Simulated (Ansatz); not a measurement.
Results of PBE0 in Ansatz (PAW) for ScAlN₂ (model structure, P3m1, No. 156, 4 atoms in the cell).

Input:

Ansatz 0.2 input:
```yaml
crystal:
  lattice:
    - [3.3279237785, -0.0000002929, 0.0]
    - [-1.6639616356, 2.8820666805, 0.0]
    - [0.0, 0.0, 5.0997924423]
  atoms:
    - { symbol: Sc, position: [0.3333333333, 0.6666666667, -0.0114421324] }
    - { symbol: N, position: [0.3333333333, 0.6666666667, 0.4091319757] }
    - { symbol: Al, position: [0.6666666667, 0.3333333333, 0.5015958736] }
    - { symbol: N, position: [0.6666666667, 0.3333333333, 0.8707142831] }
basis:
  ecutwfc: 460
  ecutrho_ratio: 4
  xc_grid: 2
kpoints:
  mp_grid: { grid: [9, 9, 6] }
hamiltonian:
  xc: pbe0
  dispersion: none
  pseudopotentials: { kind: paw }
scf:
  occupations: { method: fermi_dirac, width: 0.01 }
  convergence: { dr2_threshold: 0.0000000004 }
output:
  forces: true
  stress: true
  eigenvalues: true
```

From the output:

```
WARN output.stress: scf.exx.energy_threshold = 1e-6 eV is looser than the 4e-8 eV advised for a stress under a hybrid functional (1e-8 eV for each atom of the …
Crystal: 4 atoms, lattice volume = 48.914 Å³
Basis set: ecut = 460 eV, 1103 PW (Γ), exchange–correlation on 48×48×72 points (8 copies of the dense FFT grid, shifted against one another)
Bands: 16, of which v1, the nominal top of the filled ones, is band 12 counted from 1 (11 counted from 0)
Symmetry: 6 space group operations
Space group: P3m1 (ITA 156), of the structure as read, at distance tolerance 3.7e-5 Å
k-points: 62 of 486 (time reversal used)
Functional: x = pbe(κ = 0.804, μ = 0.2195149727645171), c = pbe(β = 0.06672455060314922), warm-up for x = 0.75 pbe(κ = 0.804, μ = 0.2195149727645171) + 0.25 exact, c = pbe(β = 0.06672455060314922)
SCF iter   1: F=—  HF=-3446.983185 eV  |F-HF|=—  |Δ(HF+E_count)|=         —  Δρ=3.58e-3  dr2=8.64e-3
SCF iter   2: F=-3446.982266 eV  HF=-3446.982554 eV  |F-HF|=2.88e-4  |Δ(HF+E_count)|=   6.31e-4  Δρ=1.19e-3  dr2=6.86e-4
Crystal: 4 atoms, lattice volume = 48.914 Å³
Initial density: handed on by an earlier stage of this run
Functional: x = 0.75 pbe(κ = 0.804, μ = 0.2195149727645171) + 0.25 exact, c = pbe(β = 0.06672455060314922)
  ...
Crystal: 4 atoms, lattice volume = 48.914 Å³
SCF iter   6: F=—  HF=-3448.194384 eV  |F-HF|=—  |Δ(HF+E_count)|=  9.38e-10  Δρ=6.67e-7  dr2=1.08e-9
SCF iter   7: F=-3448.194384 eV  HF=-3448.194384 eV  |F-HF|=2.17e-10  |Δ(HF+E_count)|=   4.67e-9  Δρ=8.91e-7  dr2=3.73e-10
SCF 3 converged in 7 iterations: F = -3448.194384 eV  dr2 = 3.73e-10
Free energy (F): -3448.194384 eV
Internal energy: -3448.194384 eV  (E = F + TS)
E sigma→0 (E₀):  -3448.194384 eV
Fermi energy:    9.340188 eV
--- Forces (eV/Å), atoms counted from 1 ---
  atom   1  Sc     0.00000000     0.00000000    -0.05165595
  atom   2  N      0.00000000     0.00000000    -0.00663636
  atom   3  Al    -0.00000000    -0.00000000     0.19034383
  atom   4  N      0.00000000    -0.00000000    -0.13196344
--- Stress (GPa, compression-positive) ---
        0.667661       0.000000       0.000000
        0.000000       0.667661       0.000000
        0.000000       0.000000       0.673090
  P = ⅓ Tr σ = 0.6695 GPa (6.695 kbar)
```

The PAW data were made under PBE.

Note: the relaxation could raise the start's symmetry but not lower it, so the cell can be a saddle point. Note: cell and atoms aren't relaxed at this level (largest force component 0.19 eV/Å, pressure 0.7 GPa).

Cost on a shared machine: about 5 core-minutes (a rough figure).

A model structure was made by putting elements into a prototype or built by hand; it is no filed structure, need not be a known phase, and can be a saddle point held by its symmetry.

Ansatz is an electronic-structure program.
